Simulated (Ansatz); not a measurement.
**Response to strain in hypothetical diamond Na**

Take Na in the diamond structure (space group Fd-3m, No. 227; a = 7.5841 Å; a hypothetical phase, not in the database extracts checked; relaxed with 0.1 eV smearing) as the base. Axes: x, y, z lie along the cube axes.

Strains are applied to the cell and any free atomic positions relax.

Levels (all Ansatz, a program for electronic structure, PAW): PBE (420 eV, no spin-orbit coupling); PBEsol (420 eV, without spin-orbit coupling).

The base cell above is that of PBE; each level relaxes its own structures.

Notes on the quantities. energy relative to the base: free energy F.

```json
[
 {"case": "isotropic strain −2.35 %", "energy relative to the base, PBE": "+2.7 meV/atom", "energy relative to the base, PBEsol": "+2.8 meV/atom"},
 {"case": "tensor shear ε_xz = −0.51 %", "energy relative to the base, PBE": "-0.1 meV/atom", "energy relative to the base, PBEsol": "-0.1 meV/atom"},
 {"case": "strain tensor (xx, yy, zz, yz, xz, xy) = (−0.55, −1.48, −0.59, +0.11, −0.12, +0.51) %", "energy relative to the base, PBE": "+0.2 meV/atom", "energy relative to the base, PBEsol": "+0.2 meV/atom"},
 {"case": "tensor shear ε_yz = −0.68 %", "energy relative to the base, PBE": "-0.2 meV/atom", "energy relative to the base, PBEsol": "-0.2 meV/atom"}
]
```

The two levels differ by at most about 0.3 meV/atom. They put the cases in the same order.

Whether these cells are dynamically stable was not tested.
